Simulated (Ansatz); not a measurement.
Consider the following.

```
BN
1.0
    0.00000     1.79027     1.79922
    1.79027     0.00000     1.79922
    1.79027     1.79027     0.00000
B N
1 1
Direct
  0.00000   0.00000   0.00000
  0.25000   0.25000   0.25000
```

No spin polarisation.

All numbers come from DFT with LDA, PAW potentials and a 420 eV plane-wave cutoff in Ansatz (a quantum-chemistry and plane-wave program), scalar-relativistic without spin-orbit coupling. k-mesh 16×16×16 (Γ-centred); smearing 0.05 eV (Fermi–Dirac).

**Question.** Estimate the valence-band top at Γ (three highest levels, from the VBM).

**Answer.** 0.00, 0.00, -0.05 eV.

**Question.** What smallest direct gap does the calculation give?

**Answer.** 8.78 eV.

**Question.** What band gap does the calculation give?

**Answer.** 4.34 eV.

**Question.** Estimate the stress (xx, yy, zz, yz, xz, xy; compression positive).

**Answer.** (-0.94, -0.94, -4.10, 0.00, 0.00, 0.00) GPa.

The cells carry an imposed strain or load. Whether these cells are dynamically stable was not tested. The cell was made from BN in the zinc blende structure (space group F-43m, No. 216) by this change: uniaxial strain ε_zz = +0.50 %.
